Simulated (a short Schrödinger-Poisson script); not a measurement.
System: MOS inversion layer, SiO2 on p-type Si(110), at 300 K.

From the gate side: 2 nm SiO2; 1000 nm Si, acceptors 1.7e17 cm⁻³.

The device is made up for the run: typed textbook-type constants, with dimensions and the other settings drawn at random. SiO2: permittivity 3.9, conduction-band edge (eV) 3.15, gap (eV) 9, electron mass (mₑ) 0.5. Si: permittivity 11.7, conduction-band edge (eV) 0, gap (eV) 1.124, Nv at 300 K (cm⁻³) 3.1e19.

Channel valleys (confinement mass, in-plane density-of-states mass, number): Δ4 0.315, 0.324, 4; Δ2 0.19, 0.417, 2. At the gate the conduction-band edge of layer 1 lies 3.51 eV − eVg above the Fermi level of the channel; the field vanishes at the back. Gaps are held at their typed values at every temperature. Mesh 0.03 nm at interfaces.

From a short Schrödinger-Poisson script (our own, NumPy): 1D Poisson equation in equilibrium, electrons quantum, Hartree (BenDaniel-Duke, 12 states a valley, the channel's in-plane mass for all, wave functions ending at the dielectric), parabolic valleys, classical holes, full ionisation, no traps, pinning or gate leakage.

```tsv
Vg (V)	electrons (cm⁻²)	C (μF/cm²)	Δ4 E0 (meV from the Fermi level)	Δ2 E0 (meV from the Fermi level)
0.4	2.02e10	0.212	179.0	194.9
0.5	2.44e11	0.712	113.9	130.9
0.6	7.82e11	1.02	82.8	101.5
0.7	1.46e12	1.15	65.7	86.1
0.8	2.19e12	1.22	54.1	76.3
0.9	2.96e12	1.26	45.3	69.3
1	3.76e12	1.29	38.1	63.9
1.1	4.57e12	1.32	32.1	59.5
1.2	5.40e12	1.34	26.8	55.8
1.3	6.24e12	1.35	22.1	52.7
1.4	7.09e12	1.37	17.8	50.0
1.5	7.94e12	1.38	13.9	47.6
1.6	8.81e12	1.39	10.3	45.5
1.7	9.68e12	1.40	7.0	43.5
1.8	1.06e13	1.40	3.8	41.8
1.9	1.14e13	1.41	0.8	40.1
```

Gate voltages with under 1e9 electrons/cm² are left out.

Problem. At Vg = 1.9 V the lowest Δ4 subband lies at 0.8 meV from the Fermi level. How many electrons does it hold, and what share of all?

Solution. The two-dimensional density of states is g m/(πħ²) = 5.41e11 cm⁻² meV⁻¹ (both spins), kT = 25.9 meV, so n = D kT ln(1 + exp(−E/kT)) = 9.50e12 cm⁻², 0.83 of the 1.14e13 cm⁻² in all.

Problem. Compare the slope of the sheet density between 1.7 and 1.9 V with the geometric capacitance of the layers between gate and channel.

Solution. q Δn/ΔV = 1.38 μF/cm²; ε0/Σ(t/ε) = 1.73 μF/cm². The ratio is 0.80: the channel acts as a further capacitance in series.
